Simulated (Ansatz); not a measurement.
System: Cu-vacancy pair (Cu on one host Al site, one Al site vacant) in fcc Al (neutral cell). The step: Cu and the vacancy change places (Cu-vacancy distance between ideal sites 2.86 Å throughout); the atom moves 3.00 Å along (0.00, 0.53, 0.53) of the unit cell; the moving atom starts with neighbours Al at 2.77, 6 Al at 2.80, 2 Al at 2.80, 2 Al at 2.82 Å and ends with Al at 2.77, 6 Al at 2.80, 2 Al at 2.80, 2 Al at 2.82 Å. A PBE band in Ansatz (plane-wave PAW, a 3×3×3 k-point mesh shifted by half a step, 32 host sites, 39 SCF runs with any check of the saddle's order, static, no finite-size correction) gives a forward barrier of 0.49 eV. The program found a first-order saddle point. Forms of the defect that were not tried may lie lower.

Single points at the band's start and saddle point can refine it. Rough cost of one point, in units of the band's mean SCF on the same machine:

```
Level                                                          Cost of one point
-------------------------------------------------------------  -----------------
PBE, a 5×5×5 k-point mesh shifted by half a step                         about 5
r2SCAN at 500 eV, a 3×3×3 k-point mesh shifted by half a step            about 2
```

Question: Which of these move the barrier by more than 0.1 eV, and how far does each move it?

Answer: Not one does. PBE, a 5×5×5 k-point mesh shifted by half a step: +0.01 eV; r2SCAN at 500 eV, a 3×3×3 k-point mesh shifted by half a step: +0.04 eV. Each functional is compared with PBE at the same k-points.

Ansatz is a program for electronic structure.
